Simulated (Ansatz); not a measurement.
# Habitual settings against a tight run: InCo3N (Pm-3m, 5 atoms in the cell)

Self-consistent single point.

```
InCo3N
1.0
    3.84050     0.00000     0.00000
    0.00000     3.84050     0.00000
    0.00000     0.00000     3.84050
In Co N
1 3 1
Direct
  0.00000   0.00000   0.00000
  0.50000   0.50000   0.00000
  0.00000   0.50000   0.50000
  0.50000   0.00000   0.50000
  0.50000   0.50000   0.50000
```
Moments meant for the start (each program seeds them in its own way; μB, in the order of the atoms In Co Co Co N): 0.0 3.0 3.0 3.0 0.0.

Method of the run: PBEsol, harder PAW files (source: ansatz) made with PBE (plane waves; Ansatz, an electronic-structure program).

Base settings: basis.ecutwfc = 900 eV; kpoints.mp_grid.grid = 11 11 11; kpoints.mp_grid.shift = 0.5 0.5 0.5; hamiltonian.xc = pbesol; hamiltonian.pseudopotentials = {kind: paw, source: ansatz}; magnetization.spin_polarized = true; scf.occupations.method = cold; scf.occupations.width = 0.2 eV.

Tight run (finer mesh or higher cutoff; not a proven limit): basis.ecutwfc: 900 eV → 1260 eV; kpoints.mp_grid.grid: 11 11 11 → 15 15 15; scf.convergence.dr2_threshold: default (1e-07 eV) → 1e-09 eV. It gave Fermi level (on the code's own zero) 18.39 eV; pressure -8.12 GPa; size of the cell's spin moment 2.73 μB.

Quick runs, as changes from the base:
- A: the base itself
- B: basis.ecutwfc: 900 eV → 450 eV; kpoints.mp_grid.grid: 11 11 11 → 8 8 8
- C: kpoints.mp_grid.grid: 11 11 11 → 4 4 4; scf.convergence.dr2_threshold: default (1e-07 eV) → 0.0001 eV
- D: basis.ecutwfc: 900 eV → 540 eV; kpoints.mp_grid.grid: 11 11 11 → 1 1 1; scf.occupations.width: 0.2 eV → 0.5 eV; scf.convergence.dr2_threshold: default (1e-07 eV) → 0.0001 eV

Energies are extrapolated to zero smearing width, which holds to low order in the width alone.

The count of work is k-points × plane waves × bands × iterations; it is no time. 

Pressures in the table are Ansatz's without its Pulay estimate, at a fixed set of plane waves; the tight run's value above holds the estimate.

The starting cell comes from a database of computed structures (which also holds hypothetical and non-ambient phases and stackings), without a prior relaxation at this level. Its lattice was rescaled by a random factor within 2.5 % of one. The magnetic order is the one reached from the typed start; others were not searched systematically. In the base run, with a pressure of about -8 GPa the cell is away from its equilibrium volume at this level.

```
run  energy less tight (meV/atom)  pressure less tight (GPa)  size of the net moment less tight (μB/atom)  count of work / tight
---  ----------------------------  -------------------------  -------------------------------------------  ---------------------
A                             0.5                       0.01                                         0.00                   0.26
B                          2300.0                    -184.04                                         0.00                  0.036
C                             4.3                       0.65                                         0.05                  0.017
D                           882.4                     -38.64                                         0.19                 0.0027
```

Among the runs at the tight run's level, the energy misses run from 0.5 to 2300.0 meV/atom.

Left out of this page: 2 runs of the series outside the window shown, repeating another row's setting, or not comparable.

Keys are those of Ansatz 0.2.
